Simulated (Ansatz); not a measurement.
The reference is CoSi₂ (space group Fm-3m, No. 225; not spin-polarised; relaxed with 0.1 eV smearing).

```
CoSi2
1.0
    0.00000     2.65775     2.65775
    2.65775     0.00000     2.65775
    2.65775     2.65775     0.00000
Co Si
1 2
Direct
  0.00000   0.00000   0.00000
  0.25000   0.25000   0.25000
  0.75000   0.75000   0.75000
```

Cartesian axes are those of the cell as printed.

Level of theory: r2SCAN (Ansatz, a quantum-chemistry and plane-wave program), scalar-relativistic without spin-orbit coupling.

One thing is altered: the cell is scaled by 1.0227 in all directions, atoms relaxed at fixed cell.

### Question
Predict the stress tensor and what it implies for the stiffness.

### Answer
Stress of the strained cell less that of the base (GPa, compression positive):
```
  -11.3     0.0     0.0
    0.0   -11.3     0.0
    0.0     0.0   -11.3
```

Then B = −ΔP/(ΔV/V₀) with ΔV/V₀ = 0.0697 gives secant stiffness values (nonlinear terms included at this strain): B ≈ 163 GPa.

As a check, the harmonic strain energy −½ V₀ Δσ:ε is 30 meV/atom; the computed energy rise is 33 meV/atom.

Whether these cells are dynamically stable was not tested. The final runs are not spin-polarised.
